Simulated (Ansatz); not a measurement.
## Computed paths: interstitial Cu in amorphous Si27O54 (a melt-quenched model of 81 atoms), charge state +1

System: interstitial Cu in amorphous Si27O54 (a melt-quenched model of 81 atoms) (charge state +1). All values below come from PBE, PAW (plane waves to 420 eV; Ansatz, a first-principles code).

Cell of 81 host sites held at the glass model's own volume; the Γ point alone; Fermi-Dirac width 0.01 eV, spin-restricted; finite-size errors left in. Static, classical nuclei. This is one neighbourhood of one small, fast-quenched model, and the added charge may sit on a native defect of the glass. The charge state is imposed; whether it is stable for some Fermi level was not computed. Sites that were not tried may lie lower.

Barriers: single points on a 2×2×2 k-point mesh shifted by half a step at the bands' geometries.

```json
[
 {"Route": "Cu moves alone to another site", "Start site over the lowest site run (eV)": "0.01", "Hop (Å)": "2.53", "Forward barrier (eV)": "0.40", "Backward barrier (eV)": "0.31", "Neighbours at the start": "O at 1.88, O at 1.91 Å", "Neighbours at the saddle": "O at 1.98, O at 2.06, O at 2.37 Å", "Saddle order": "not checked", "Forward, on the band's own sampling (eV)": "0.40"},
 {"Route": "several atoms move together, Cu the farthest", "Start site over the lowest site run (eV)": "0.01", "Hop (Å)": "2.90", "Forward barrier (eV)": "0.50", "Backward barrier (eV)": "0.51", "Neighbours at the start": "O at 1.88, O at 1.91 Å", "Neighbours at the saddle": "O at 2.01, O at 2.43, O at 2.61 Å", "Saddle order": "not checked", "Forward, on the band's own sampling (eV)": "0.51"}
]
```

Paths come from nudged elastic bands with a climbing image. Of the routes that converged and passed our checks, the lowest saddle point lies 0.41 eV above the lowest of the sites run (Cu moves alone to another site); other sites, such as split forms, and other routes may lie lower.  A further band (Cu moves alone to another site, 2.53 Å) gave 0.54 eV forward on its own sampling, 0.54 eV above the lowest site run, but a shoulder points to a second hump between its images, so it is not taken as a result.
